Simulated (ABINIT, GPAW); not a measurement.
An ABINIT input for a self-consistent single point of HfGeS (P4/nmm, 6 atoms in the cell) (DFT, LDA (PW92), plane waves, norm-conserving pseudopotentials (PseudoDojo nc-sr-04 LDA standard)):

```
# HfGeS, PseudoDojo nc-sr-04 LDA standard
pp_dirpath "./"
pseudos "Hf.upf, Ge.upf, S.upf"
acell 3*1.0
rprim
         6.7933480995    0.0000000000    0.0000000000
         0.0000000000    6.7933480995    0.0000000000
         0.0000000000    0.0000000000   14.9176699929
natom 6
ntypat 3
znucl 72 32 16
typat 1 1 2 2 3 3
xred
         0.0000000000    0.5000000000    0.7261900000
         0.5000000000    0.0000000000    0.2738100000
         0.5000000000    0.5000000000    0.0000000000
         0.0000000000    0.0000000000    0.0000000000
         0.0000000000    0.5000000000    0.3798600000
         0.5000000000    0.0000000000    0.6201400000
ecut 39
occopt 3
tsmear 0.05 eV
nband 41
kptopt 1
ngkpt 7 7 4
nshiftk 1
shiftk 0 0 0
nstep 80
tolvrs 1.0e-12
prtwf 0
prtden 0
prtvol 1
```

Write the same calculation as an input for GPAW.

One input that does it (others would too):

```python
from ase import Atoms
from ase.units import GPa
from gpaw import GPAW

atoms = Atoms(['Hf', 'Hf', 'Ge', 'Ge', 'S', 'S'],
              cell=[[3.594885, 0.000000, 0.000000],
                    [0.000000, 3.594885, 0.000000],
                    [0.000000, 0.000000, 7.894091]],
              scaled_positions=[[0.000000, 0.500000, 0.726190],
                                [0.500000, 0.000000, 0.273810],
                                [0.500000, 0.500000, 0.000000],
                                [0.000000, 0.000000, 0.000000],
                                [0.000000, 0.500000, 0.379860],
                                [0.500000, 0.000000, 0.620140]],
              pbc=True)

calc = GPAW(mode={'name': 'pw', 'ecut': 550},
            xc='LDA',
            kpts={'size': (7, 7, 4), 'gamma': True},
            occupations={'name': 'fermi-dirac', 'width': 0.05},
            nbands=-12,
            convergence={'forces': 0.001},
            symmetry={'symmorphic': False, 'tolerance': 0.0005},
            maxiter=100)

atoms.calc = calc

energy = atoms.get_potential_energy()
print('Energy (eV):', round(energy, 6))
forces = atoms.get_forces()
print('Forces (eV/Ang):')
print(forces.round(5))
stress = atoms.get_stress()
print('Stress (GPa, Voigt):', (stress / GPa).round(4))
```

Basis, cutoffs, solver keys and any potentials are the target program's own. This input uses DFT LDA (Perdew-Wang 92), plane waves, GPAW PAW datasets LDA (gpaw-data 1.0.1). LDA parametrisations can differ slightly between programs.

The starting cell comes from a database of computed structures (which also holds hypothetical and non-ambient phases and stackings), without a prior relaxation at this level. Its lattice was rescaled by a random factor within 2.5 % of one.
